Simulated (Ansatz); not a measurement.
Ansatz (a program for electronic structure), DFT, r2SCAN, plane waves, its default PAW files: CsSc(SO4)2, supercell, atoms displaced (from the phase in space group 150, mp-1213159) (O8S2ScCs), 12 atoms. Basis and mesh were picked for this test and aren't claimed converged.

```yaml
cell: 5.25, 5.25, 8.87 Å; 90, 90, 120°
distance_to_the_nearest_atom: 1.44 to 3.21 Å
task: single point
k mesh: 4×4×2
hamiltonian.xc: r2scan
kind_of_files: paw
scf.occupations.method: fermi_dirac
scf.occupations.width: 0.05 eV
output.forces: true
binding of workers (--pin): off
k-point pools (--kpoint-pools): 1
memory maximum (--max-ram): 8GiB
accuracy: medium (default)
basis.precision: auto (default)
basis.xc_grid: 4 (default)
scf.mixing.algorithm: auto (default)
scf.mixing.preconditioner: auto (default)
scf.convergence.dr2_threshold: 2.11504e-07 (default)
scf.lower_state_search: light (default)
k-points after symmetry: 20
bands_at_the_start: 52
electrons: 80
plane waves at Γ: 5349
cutoff (eV): 500
FFT grid: 40×40×72
symmetry_operations: 1
```

One run each.

All on 4 threads. Base settings, kept where nothing else is said: scf.eigensolver.kind = auto (default), scf.eigensolver.cushion = auto (default), scf.eigensolver.full_accuracy = false (default), scf.algorithm = auto (default) (scf.eigensolver.max_subspace_factor, scf.eigensolver.real_solve not set). The settings tried:
- scf.eigensolver.full_accuracy = true
- scf.eigensolver.kind = davidson
- the base settings
- scf.algorithm = density_mixing
- scf.algorithm = direct_min
- scf.eigensolver.kind = davidson, scf.eigensolver.max_subspace_factor = 6
- scf.eigensolver.real_solve = false
- scf.eigensolver.kind = davidson, scf.eigensolver.cushion = true
- scf.eigensolver.kind = davidson, scf.eigensolver.max_subspace_factor = 2

Name the extremes by applications of H to a band: fewest, most, and any that don't converge.

Fewest applications of H to a band, with those close behind: scf.eigensolver.real_solve = false (20425); the base settings (20502); scf.algorithm = density_mixing (20502). Most among those that reach the base run's result: scf.algorithm = direct_min (60534). All converged.

| setting | applications of H to a band | SCF iterations (all cycles of the run, searches included) | end |
|---|---|---|---|
| scf.eigensolver.real_solve = false | 20425 | 8 | converged |
| the base settings | 20502 | 8 | converged |
| scf.algorithm = density_mixing | 20502 | 8 | converged |
| scf.eigensolver.kind = davidson, scf.eigensolver.cushion = true | 30472 | 8 | converged |
| scf.eigensolver.kind = davidson, scf.eigensolver.max_subspace_factor = 6 | 30637 | 9 | converged |
| scf.eigensolver.kind = davidson | 31766 | 9 | converged |
| scf.eigensolver.kind = davidson, scf.eigensolver.max_subspace_factor = 2 | 32718 | 8 | converged |
| scf.eigensolver.full_accuracy = true | 50427 | 8 | converged |
| scf.algorithm = direct_min | 60534 | 7 | converged |

An iteration's cost differs between solvers, so these counts don't give the time.

Keys are those of Ansatz 0.2.
